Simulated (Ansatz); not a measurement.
We consider MgO (P6₃/mmc, No. 194, 4 atoms in the cell; start mp-1065577; a measured phase of this formula has another space group), described by PBEsol (PAW; Ansatz, a first-principles code).

Run with plane-wave cutoff 520 eV, 12×12×8 k mesh (along the axes of the cell as run), Fermi–Dirac smearing 0.01 eV, scalar-relativistic PAW data made under PBE.

Cell (relaxed at this level):

```yaml
crystal:
  lattice:
    - [3.49418, 0.00000, 0.00000]
    - [-1.74709, 3.02605, 0.00000]
    - [0.00000, 0.00000, 4.19457]
  atoms:
    - { symbol: Mg, position: [0.66667, 0.33333, 0.75000] }
    - { symbol: Mg, position: [0.33333, 0.66667, 0.25000] }
    - { symbol: O, position: [0.66667, 0.33333, 0.25000] }
    - { symbol: O, position: [0.33333, 0.66667, 0.75000] }
```

Problem. Predict the band gap and bulk modulus B0.

Solution. 
- band gap: 3.27 eV (on the SCF k mesh)
- bulk modulus B0: 130 GPa

Note: the relaxation could not lower the start's symmetry, so the cell can be a saddle point above a distorted one; the bulk modulus is −V dP/dV from two relaxed cells at ±2 % in volume.

Static lattice: no zero-point or thermal effects.

Computing time: roughly 30 core-seconds.

A start named mp-… is a Materials Project structure, which need not be a measured phase.
